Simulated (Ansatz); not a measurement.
## Several settings converged on LaGe2Rh (Cm, 8 atoms in the cell)

```yaml
crystal:
  lattice:
    - [2.19192, -8.59573, 0.00000]
    - [2.19192, 8.59573, 0.00000]
    - [0.00000, 0.00000, 4.32707]
  atoms:
    - { symbol: La, position: [0.89096, 0.10904, 0.26155] }
    - { symbol: La, position: [0.10904, 0.89096, 0.75000] }
    - { symbol: Ge, position: [0.54150, 0.45850, 0.25000] }
    - { symbol: Ge, position: [0.45850, 0.54150, 0.75000] }
    - { symbol: Ge, position: [0.25011, 0.74989, 0.25000] }
    - { symbol: Ge, position: [0.74989, 0.25011, 0.75000] }
    - { symbol: Rh, position: [0.68095, 0.31905, 0.25000] }
    - { symbol: Rh, position: [0.31905, 0.68095, 0.75000] }
```

Base method: PBEsol, default PAW files made with PBE (plane waves; Ansatz, a program for electronic structure).

Base settings: basis.ecutwfc = 420 eV; kpoints.mp_grid.grid = 4 4 4; hamiltonian.xc = pbesol; hamiltonian.pseudopotentials = {kind: paw} (the program's default PAW files); scf.occupations.method = fermi_dirac; scf.occupations.width = 0.1 eV.

The count of work is k-points × plane waves × bands × iterations; it is no time. 

**The k-point mesh**

The second cell is the first with its lattice scaled by 0.98.

Only quantities that move along the ladder and can be compared are tabulated.

| kpoints.mp_grid.grid | free energy less the last step's (meV/atom) | energy of the compressed cell less the first (meV/atom) | pressure (GPa) | largest difference of a force vector from the last step's (eV/Å) | count of work / last |
|---|---|---|---|---|---|
| 2 2 2 | -60.35 | 16.31 | -1.53 | 0.394 | 0.040 |
| 4 4 3 | 7.46 | 22.83 | -0.70 | 0.225 | 0.11 |
| 4 4 4 | 4.86 | 21.19 | -0.90 | 0.138 | 0.18 |
| 6 6 6 | -2.12 | 20.89 | -0.96 | 0.053 | 0.45 |
| 8 8 8 | 0.00 | 20.90 | -0.95 | 0.000 | 1.0 |

Coarsest kpoints.mp_grid.grid that holds the energy of the compressed cell less the first within 1 meV/atom of the last step, with all finer ones: 4 4 4, at 0.18 of the last step's count of work; the step before is off by 1.9 meV/atom.

Coarsest kpoints.mp_grid.grid that holds the pressure within 0.2 GPa of the last step, with all finer ones: 4 4 4, at 0.18 of the last step's count of work; the step before is off by 0.25 GPa.

Coarsest kpoints.mp_grid.grid that holds the free energy within 1 meV/atom: not settled: the last two steps still differ by 2.1 meV/atom, over half the tolerance, so the ladder does not show it.

**The k-point mesh at a smearing width of 0.02 eV**

In this ladder: scf.occupations.width = 0.02 eV.

Only quantities that move along the ladder and can be compared are tabulated.

| kpoints.mp_grid.grid | free energy less the last step's (meV/atom) | pressure (GPa) | largest difference of a force vector from the last step's (eV/Å) | count of work / last |
|---|---|---|---|---|
| 3 3 3 | 14.53 | -0.86 | 0.417 | 0.035 |
| 4 4 4 | 7.04 | -1.06 | 0.049 | 0.066 |
| 6 6 6 | -0.92 | -1.03 | 0.071 | 0.24 |
| 10 10 10 | 0.00 | -1.03 | 0.000 | 1.0 |

Coarsest kpoints.mp_grid.grid that holds the free energy within 5 meV/atom of the last step, with all finer ones: 6 6 6, at 0.24 of the last step's count of work; the step before is off by 7.0 meV/atom.

Coarsest kpoints.mp_grid.grid that holds the pressure within 0.05 GPa of the last step, with all finer ones: 4 4 4, at 0.066 of the last step's count of work; the step before is off by 0.17 GPa.

Coarsest kpoints.mp_grid.grid that holds the forces within 0.02 eV/Å: not settled: the last two steps still differ by 0.071 eV/Å, over half the tolerance, so the ladder does not show it.

On the base run: the starting cell comes from a database of computed structures (which also holds hypothetical and non-ambient phases and stackings), without a prior relaxation at this level. Its lattice was rescaled by up to half a per cent. One atom was moved a little off its site on purpose. Spin polarisation is off. Ansatz's pressure includes its estimate of the finite-basis (Pulay) stress. Without a gap this mesh is coarse (it stands for a supercell whose shortest vector is 17 Å).

Keys are those of Ansatz 0.2.
